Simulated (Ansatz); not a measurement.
Band structure of Pd (Fm-3m, 1 atom in the cell).

```
Pd
1.0
    0.00000     1.99195     1.99195
    1.99195     0.00000     1.99195
    1.99195     1.99195     0.00000
Pd
1
Direct
  0.00000   0.00000   0.00000
```
Moments meant for the start (each program seeds them in its own way; μB, in the order of the atoms Pd): 1.0.

Method: PBE, PAW files (plane waves; Ansatz, an electronic-structure program).

Settings: basis.ecutwfc = 30.9 Ry; kpoints.mp_grid.grid = 10 10 10; hamiltonian.xc = pbe; hamiltonian.pseudopotentials = {kind: paw} (the program's default PAW files); magnetization.spin_polarized = true; scf.occupations.method = gaussian; scf.occupations.width = 0.02 Ry; kpoints.band_path.npoints = 8.

The starting cell comes from a database of computed structures (which also holds hypothetical and non-ambient phases and stackings), without a prior relaxation at this level. Its lattice was rescaled by a random factor within 2.5 % of one. The starting moments vanished: the run ended non-magnetic. The program warned that a starting moment was not kept.

Levels in eV from the Fermi level, bands 6 to 13 of the first spin channel:
```
point      6      7      8      9     10     11     12     13
-----  -----  -----  -----  -----  -----  -----  -----  -----
Γ      -2.59  -2.59  -2.59  -1.15  -1.15  16.92  21.26  21.26
X      -4.63  -0.10   0.21   0.21   3.29  10.02  12.75  12.75
W      -3.08  -3.08  -1.22   0.21   8.47   8.47   9.77  11.02
K      -3.77  -1.80  -0.90  -0.19   6.74   7.70  10.16  15.24
L      -2.63  -2.63  -0.08  -0.08   1.10   6.74  16.30  20.23
U      -3.77  -1.80  -0.90  -0.19   6.74   7.70  10.16  15.24
```

Bands cross the Fermi level along this path, so the cell is metallic at this level.

The net moment of the cell came out as 0.00 μB.

Keys are those of Ansatz 0.2.
